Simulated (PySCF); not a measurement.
PySCF 2.14.0, PBE0/def2-svp, df: Mo(O)(NH)(OH)(SH) ([NH]=[Mo](=[O])([OH])[SH]), 8 atoms. The geometry is a generated start, not checked to be a minimum at this level.

```yaml
task: energy
method: pbe0
basis: def2-svp
two_electron_scheme: density fitting
mol.max_memory: 3000 MB
mf.max_cycle: 100
mf.conv_tol: 1e-09 (default)
mf.grids.level: 3 (default)
effective_core_potentials: those of the basis set, past Kr
basis_functions: 106
grid_points: 112808
```

```xyz
8

Mo     0.2744     0.1726    -0.0113
O      1.4070     0.5828     1.1018
N      0.8595    -0.7599    -1.3458
H      1.3817    -1.2341    -2.0713
O     -0.8812     1.4239    -0.4658
H     -1.3900     2.1841    -0.7652
S     -0.9351    -1.4533     1.1758
H     -0.7163    -0.9160     2.3818
```

Charge 0 and multiplicity 1 are set for this test and not shown to be the ground state.

With the defaults (mf.DIIS = CDIIS, mf.diis = true, mf.diis_space = 8, mf.damp = 0, mf.diis_start_cycle = 1, mf.init_guess = minao, mf.diis_damp = 0, mf.level_shift = 0) it converges in 14 Fock builds. One run each on 2 threads, 1 BLAS thread, with these changes:
- mf.diis = false
- mf.init_guess = huckel
- mf.damp = 0.3, mf.diis_start_cycle = 4
- mf.diis_space = 12
- mf.diis = false, mf.damp = 0.7, mf.diis_start_cycle = 999
- mf.level_shift = 1 Hartree
- mf.diis_damp = 0.3
- mf.diis_space = 5
- mf.DIIS = EDIIS

Question: Which of these changes keep the SCF from converging, or lead it to another solution?

Answer: No convergence: mf.DIIS = EDIIS; mf.diis = false (the run ends without SCF convergence in 100 cycles). The rest reach the solution of the defaults. So do 10 further settings that aren't listed.

| setting | Fock builds | end |
|---|---|---|
| the defaults | 14 | same solution |
| mf.diis_space = 12 | 14 | same solution |
| mf.diis_damp = 0.3 | 15 | same solution |
| mf.diis_space = 5 | 17 | same solution |
| mf.init_guess = huckel | 19 | same solution |
| mf.damp = 0.3, mf.diis_start_cycle = 4 | 21 | same solution |
| mf.diis = false, mf.damp = 0.7, mf.diis_start_cycle = 999 | 29 | same solution |
| mf.level_shift = 1 Hartree | 39 | same solution |
| mf.DIIS = EDIIS | 101 | no convergence |
| mf.diis = false | 101 | no convergence |
